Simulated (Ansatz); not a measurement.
Worked sum: formation energy of ScC (rock salt, Fm-3m) from the elements

This concerns the formation energy of ScC (rock salt, Fm-3m) from the elements. Reaction: C (graphite) + Sc (hcp) → ScC (rock salt). Negative: the products are lower in energy. The value is per atom of the solid.

ScC (rock salt, Fm-3m), 2 atoms in the cell; this is a cell from a database of computed structures that this text hasn't matched to a measured one. Conventional cell: a = b = c = 4.638 Å, α = β = γ = 90.00°.

Setting: static, neutral cells in Ansatz (PAW) whose structures rest at the PBE+D3(BJ) level. Ansatz (a quantum-chemistry and plane-wave program) runs with its PAW set soft_1. Other levels take these structures. The lattices are those relaxed with PBE+D3(BJ), so at other levels the solids can be strained, which adds to the spread.

Total energies of the cells in eV, at zero smearing width. They compare only within one column; the weights balance every element.

```
cell             atoms  weight   PBE+D3(BJ)         RPBE
---------------  -----  ------  -----------  -----------
ScC (rock salt)      2      +4  -2387.71773  -2392.59134
C (graphite)         4      −1  -1004.33948  -1008.87321
Sc (hcp)             2      −2  -4272.42076  -4280.26215
```

PBE+D3(BJ): 4 × (-2387.71773) − (-1004.33948) − 2 × (-4272.42076) = -1.690 eV; dividing by 8 atoms gives -0.21 eV/atom.

RPBE: 4 × (-2392.59134) − (-1008.87321) − 2 × (-4280.26215) = -0.968 eV; dividing by 8 atoms gives -0.12 eV/atom.

What follows from the PBE+D3(BJ) value: A formula unit of ScC has 2 atoms, so it forms with -0.2112 × 2 = -0.422 eV, or -40.7 kJ/mol at 96.485 kJ/mol per eV.
